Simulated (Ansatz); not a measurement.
# K$_{2}$CaC$_{2}$O$_{6}$ (space group R-3m, No. 166)

```cif
data_C6Ca3K6O18
_chemical_formula_sum 'K6 Ca3 C6 O18'
_space_group_name_H-M_alt 'R-3m :H'
_space_group_IT_number 166
_space_group_name_Hall '-R 3 2"'
_cell_length_a 5.38113
_cell_length_b 5.38113
_cell_length_c 18.00039
_cell_angle_alpha 90.000
_cell_angle_beta 90.000
_cell_angle_gamma 120.000
loop_
_atom_site_label
_atom_site_type_symbol
_atom_site_symmetry_multiplicity
_atom_site_Wyckoff_symbol
_atom_site_fract_x
_atom_site_fract_y
_atom_site_fract_z
_atom_site_occupancy
K1 K 6 c 0.00000 0.00000 0.20877 1
Ca1 Ca 3 a 0.00000 0.00000 0.00000 1
C1 C 6 c 0.00000 0.00000 0.41250 1
O1 O 18 h 0.19514 0.39028 0.07960 1
```
(The calculation used a cell of 11 atoms; values per cell refer to that cell.)

Computed with Ansatz (an electronic-structure program) r2SCAN, no spin-orbit coupling, earlier PAW set. Γ-centred 6×6×6 mesh, Fermi–Dirac width 0.05 eV.

```json
{
 "volume_per_atom": "13.68 Å³",
 "density": "2.63 g/cm³",
 "band_gap": "5.14 eV, direct at Γ",
 "electron_mass": "1.0 mₑ along c, 0.69 mₑ across",
 "total_energy": "-802.711 eV/atom (σ→0; compares only within this code and set-up)"
}
```

Effective masses come from finite differences of ±0.01 Å⁻¹. Stability against distortions was not tested.
